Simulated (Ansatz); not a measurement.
The starting structures come from a database of crystals and need not be the phases stable at ambient conditions.

Tunnelling through a barrier is set by its complex band structure: the current falls as exp(−2κd) with the smallest κ.

Data:

```
CELL_PARAMETERS angstrom
      7.60573     0.00000     0.00000
     -1.25892     7.50081     0.00000
      1.69596     2.00433     2.45059
ATOMIC_POSITIONS crystal
  Sr 0.33333 0.66667 0.50000
  Sr 0.66667 0.33333 0.50000
  H  0.32099 0.32099 0.35802
  H  0.00000 0.67901 0.32099
  H  0.67901 0.00000 0.32099
  N  0.00000 0.00000 0.50000
  O  0.81078 0.81078 0.87844
  O  0.00000 0.18922 0.31078
  O  0.18922 0.00000 0.31078
  O  0.46659 0.46659 0.06682
  O  0.00000 0.53341 0.46659
  O  0.53341 0.00000 0.46659
```

Space group of this cell: P-62m. The cell is taken as given; by r2SCAN its mean pressure is -3.9 GPa.

Transport runs along the normal of the first two printed cell vectors, the (111) plane of the conventional cell.

The gap is the functional's own. No spin-orbit coupling. Mid-gap values are interpolated on the energy grid.

Q: Compute, with r2SCAN (Ansatz, a first-principles code), the band gap and the smallest decay constant κ at mid-gap.

A: Gap 3.37 eV on a 12×12×12 mesh; κ = 0.438 1/Å, at the zone centre.
